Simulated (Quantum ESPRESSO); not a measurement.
Quantum ESPRESSO run on LaAu (Cmcm, 4 atoms in the cell): self-consistent single point.

Level of theory: LDA (PZ), GBRV 1.5 ultrasoft (LDA) pseudopotentials (plane waves; Quantum ESPRESSO 7.5).

```yaml
crystal:
  lattice:
    - [1.99633, -5.78031, 0.00000]
    - [1.99633, 5.78031, 0.00000]
    - [0.00000, 0.00000, 4.79286]
  atoms:
    - { symbol: La, position: [0.86498, 0.13502, 0.75000] }
    - { symbol: La, position: [0.13502, 0.86498, 0.25000] }
    - { symbol: Au, position: [0.58700, 0.41300, 0.75000] }
    - { symbol: Au, position: [0.41300, 0.58700, 0.25000] }
```

Reference input (self-consistent single point, DFT, LDA (PZ), plane waves, GBRV 1.5 ultrasoft (LDA) pseudopotentials): ecutwfc = 40 Ry; ecutrho = 320 Ry; occupations = smearing; smearing = marzari-vanderbilt; degauss = 0.0099958 Ry; potentials = {La: la_lda_v1.uspp.F.UPF, Au: au_lda_v1.uspp.F.UPF}; K_POINTS = automatic 7 7 6 1 1 1; conv_thr = 1e-11 Ry; mixing_beta = 0.7. This run's input differs from it in these lines:

```diff
@@ -16,3 +16,3 @@
  smearing = 'marzari-vanderbilt'
- degauss = 0.0099958
+ degauss = 0.02205
 /
@@ -31,3 +31,3 @@
 K_POINTS {automatic}
-7 7 6  1 1 1
+8 8 7  1 1 1
 CELL_PARAMETERS {bohr}
```

Output (repeated stretches shortened):

```
     Self-consistent Calculation

     iteration #  1     ecut=    40.00 Ry     beta= 0.70

     negative rho (up, down):  1.218E-01 0.000E+00

     total energy              =    -433.92351712 Ry
     estimated scf accuracy    <       0.86944076 Ry

     iteration #  2     ecut=    40.00 Ry     beta= 0.70

     negative rho (up, down):  1.300E-01 0.000E+00

     total energy              =    -434.17200377 Ry
     estimated scf accuracy    <       2.23039105 Ry

     iteration #  3     ecut=    40.00 Ry     beta= 0.70

     negative rho (up, down):  1.350E-01 0.000E+00

     total energy              =    -434.44717308 Ry
     estimated scf accuracy    <       0.10968233 Ry

   [... 9 blocks of this kind left out ...]

     iteration # 13     ecut=    40.00 Ry     beta= 0.70

     negative rho (up, down):  1.309E-01 0.000E+00

     total energy              =    -434.48318477 Ry
     estimated scf accuracy    <          3.7E-09 Ry

     iteration # 14     ecut=    40.00 Ry     beta= 0.70

     negative rho (up, down):  1.309E-01 0.000E+00
     End of self-consistent calculation

     the Fermi energy is    12.2228 ev

!    total energy              =    -434.48318477 Ry
     estimated scf accuracy    <          2.2E-12 Ry
     smearing contrib. (-TS)   =      -0.00030887 Ry
     internal energy E=F+TS    =    -434.48287590 Ry

     convergence has been achieved in  14 iterations

     negative rho (up, down):  1.309E-01 0.000E+00

     Forces acting on atoms (cartesian axes, Ry/au):

     atom    1 type  1   force =     0.00000000   -0.00297756    0.00000000
     atom    2 type  1   force =     0.00000000    0.00297756    0.00000000
     atom    3 type  2   force =     0.00000000    0.00314225    0.00000000
     atom    4 type  2   force =     0.00000000   -0.00314225    0.00000000

     Total force =     0.006122     Total SCF correction =     0.000002

     negative rho (up, down):  1.309E-01 0.000E+00
          total   stress  (Ry/bohr**3)                   (kbar)     P=      -47.80
  -0.00030563   0.00000000   0.00000000          -44.96        0.00        0.00
   0.00000000  -0.00033874   0.00000000            0.00      -49.83        0.00
   0.00000000   0.00000000  -0.00033036            0.00        0.00      -48.60

   JOB DONE.
```

The run converged in 14 iterations. Against the reference run the free energy goes up by 4.1 meV/atom, the pressure moves little (-4.82 to -4.78 GPa) and the largest force goes from 0.097 to 0.081 eV/Å. The full log also holds: “c_bands:  2 eigenvalues not converged”.

The starting cell comes from a database of computed structures (which also holds hypothetical and non-ambient phases and stackings), without a prior relaxation at this level. Spin-orbit coupling is off. With a pressure of about -5 GPa the cell is away from its equilibrium volume at this level.

Cost on one core of a shared machine: roughly 8 min.
